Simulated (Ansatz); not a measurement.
**PtSe2, response to strain**

Consider PtSe$_{2}$ in the CdI2 type structure (space group P-3m1, No. 164; layered; relaxed with 0.1 eV smearing).

```
CELL_PARAMETERS angstrom
      3.77223     0.00000     0.00000
     -1.88611     3.26684     0.00000
      0.00000     0.00000     4.82115
ATOMIC_POSITIONS crystal
  Pt 0.00000 0.00000 0.00000
  Se 0.33333 0.66667 0.26550
  Se 0.66667 0.33333 0.73450
```

Cartesian axes are those of the cell as printed.

Strains are applied to the cell and any free atomic positions relax.

Level of theory: plane-wave PAW DFT at the PBE-D3(BJ) level (Ansatz, a quantum-chemistry and plane-wave program, 420 eV), no spin-orbit coupling.

Notes on the quantities. energy relative to the base: free energy F; pressure: mean of the normal stresses, compression positive.

| case | shortest interatomic distance | energy relative to the base | pressure |
|---|---|---|---|
| base | 2.526 Å | 0 meV/atom | 0.0 GPa |
| uniaxial strain ε_zz = −2.50 % | 2.521 Å | +2.7 meV/atom | 1.4 GPa |
| uniaxial strain ε_zz = −2.00 % | ___ | ___ | ___ |
| uniaxial strain ε_zz = −1.50 % | 2.523 Å | +0.9 meV/atom | 0.8 GPa |
| uniaxial strain ε_zz = −0.50 % | 2.525 Å | +0.1 meV/atom | 0.2 GPa |
| uniaxial strain ε_zz = +0.50 % | 2.527 Å | +0.1 meV/atom | -0.2 GPa |
| uniaxial strain ε_zz = +1.00 % | 2.528 Å | +0.4 meV/atom | -0.5 GPa |
| uniaxial strain ε_zz = +1.50 % | 2.529 Å | +0.8 meV/atom | -0.7 GPa |
| uniaxial strain ε_zz = +2.50 % | 2.530 Å | +2.1 meV/atom | -1.0 GPa |
| uniaxial strain ε_zz = +3.00 % | 2.531 Å | +3.0 meV/atom | -1.2 GPa |

### Question
Fill in the withheld entries from the trend.

### Answer

- uniaxial strain ε_zz = −2.00 %, shortest interatomic distance: 2.522 Å
- uniaxial strain ε_zz = −2.00 %, energy relative to the base: +1.7 meV/atom
- uniaxial strain ε_zz = −2.00 %, pressure: 1.1 GPa

Stability against distortions was not tested. The final runs are not spin-polarised.
